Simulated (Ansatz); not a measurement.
SiC (I-4m2), r2SCAN with spin-orbit coupling, rigid bands (Ansatz, a first-principles code): Condition of this run: biaxial stress in (001) of 15 GPa (compression positive) (the target of the relaxation). band gap 1.39 eV, N_c = 9.26e18 cm⁻³ and N_v = 1.11e20 cm⁻³ at 300 K, conductivity masses along z (a = (0.00, 2.11, 2.22) Å; b = (2.11, 0.00, 2.22) Å; c = (2.11, 2.11, 0.00) Å) of 0.247 mₑ (electrons) and 0.689 mₑ (holes). Take k_BT = 0.02585 eV.

**Question.** What built-in voltage has an abrupt junction with N_A = 1e17 and N_D = 1e17 cm⁻³, all dopants ionised?

**Answer.** V_bi = E_g/e − (k_BT/e) ln(N_c N_v/(N_A N_D)) = 1.39 − 0.02585 × 11.54 = 1.09 V. It follows the computed gap one for one.

**Question.** A film of it is 8 nm thick, with its normal along the direction named. Estimate the confinement energies in an infinite well.

**Answer.** ħ²π²/(2m t²) = 0.376 eV·nm²/(m/mₑ × t²) gives 23.8 meV for electrons and 8.53 meV for holes, so the gap would widen to about 1.42 eV. Finite barriers and nonparabolic bands lower this, and with several valleys or bands the heaviest mass along the normal sets the lowest level, not this average.

**Question.** Find the intrinsic carrier density and the intrinsic Fermi level.

**Answer.** n_i = √(N_c N_v) exp(−E_g/2k_BT) = 3.21e19 × exp(−26.88) = 6.8e7 cm⁻³. The level lies (k_BT/2) ln(N_v/N_c) = 32 meV from mid-gap (positive towards the conduction band). Each 0.1 eV added to the gap lowers n_i by a factor of 6.9.

Rigid, parabolic bands with the computed gap; masses take one relaxation time for all states. Geometry: cell and atoms relaxed with PBEsol.
